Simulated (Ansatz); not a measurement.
Worked example: self-consistent single point of Lu (Fd-3m, 2 atoms in the cell) in Ansatz (a program for electronic structure).

Level of theory: PBE (plane waves, PAW; Ansatz).

```xyz
2
Lattice="0.0000 3.3527 3.3527 3.3527 0.0000 3.3527 3.3527 3.3527 0.0000" Properties=species:S:1:pos:R:3 pbc="T T T"
Lu     5.0290     5.0290     5.0290
Lu     3.3527     3.3527     3.3527
```

Reference input (self-consistent single point, DFT, PBE, plane waves, default PAW files): basis.ecutwfc = 420 eV; kpoints.mp_grid.grid = 7 7 7; hamiltonian.xc = pbe; hamiltonian.pseudopotentials = {kind: paw} (the program's default PAW files); scf.occupations.method = cold; scf.occupations.width = 0.05 eV. This run's input differs from it in these lines:

Ansatz 0.2 input:
```diff
@@ -9,3 +9,3 @@
 basis:
-  ecutwfc: 420.0
+  ecutwfc: 735.0
 kpoints:
```

Output (repeated stretches shortened):

```
SCF iter   1: F=—  HF=-29460.559572 eV  |F-HF|=—  |Δ(HF+E_count)|=         —  Δρ=2.92e-3  dr2=8.62e-3  ethr=1.77e-3  ⟨swp⟩=6.0  Hψ=3119  notcnv=0
all-band conjugate gradients solve this SCF's bands
preconditioner: auto → LDOS
SCF iter   2: F=—  HF=-29460.557596 eV  |F-HF|=—  |Δ(HF+E_count)|=   1.98e-3  S|Δr|=    0.00e0  Δρ=1.08e-3  dr2=1.82e-3  ethr=1.72e-5  ⟨swp⟩=3.0  Hψ=1513  notcnv=0  defer=28
   [... lines left out ...]
SCF iter   5: F=—  HF=-29460.557401 eV  |F-HF|=—  |Δ(HF+E_count)|=   5.76e-5  S|Δr|=    0.00e0  Δρ=6.66e-5  dr2=2.14e-6  ethr=1.16e-7  ⟨swp⟩=3.5  Hψ=1571  notcnv=0  defer=29
SCF iter   6: F=—  HF=-29460.557401 eV  |F-HF|=—  |Δ(HF+E_count)|=   1.65e-7  S|Δr|=    0.00e0  Δρ=1.83e-5  dr2=1.77e-7  ethr=4.27e-9  ⟨swp⟩=2.9  Hψ=1382  notcnv=0  defer=29
SCF iter   7: F=-29460.557401 eV  HF=-29460.557401 eV  |F-HF|=4.61e-9  |Δ(HF+E_count)|=   2.54e-7  S|Δr|=    0.00e0  Δρ=2.66e-6  dr2=2.56e-9  ethr=2.00e-10  ⟨swp⟩=11.8  Hψ=3941  notcnv=0
SCF 1 converged in 7 iterations: F = -29460.557401 eV  dr2 = 2.56e-9
Stability not checked (fill_not_monotonic)
Free energy (F): -29460.557401 eV
Internal energy: -29460.557013 eV  (E = F + TS)
E sigma→0 (E₀):  -29460.557272 eV
Entropy (-TS):   -0.000388 eV (-0.194 meV/atom)
Fermi energy:    9.677654 eV
--- Forces (eV/Å), atoms counted from 1 ---
  atom   1  Lu     0.00000000     0.00000000     0.00000000
  atom   2  Lu    -0.00000000    -0.00000000    -0.00000000
--- Stress (GPa, compression-positive) ---
        4.140623      -0.000000      -0.000000
        0.000000       4.140623      -0.000000
       -0.000000      -0.000000       4.140623
  P = ⅓ Tr σ = 4.1406 GPa (41.406 kbar)
  The stress holds the Pulay correction. Without it, at fixed plane waves, as pw.x and ABINIT print it: P = 4.1394 GPa
```

The run converged in 7 iterations. Against the reference run the free energy falls by 1.2 meV/atom and the pressure stays at 4.14 GPa.

The starting cell was generated: these elements placed on a structure prototype, without a prior relaxation; it need not be a known phase or ordering of this composition. Spin-orbit coupling is off. Ansatz's pressure includes its estimate of the finite-basis (Pulay) stress.
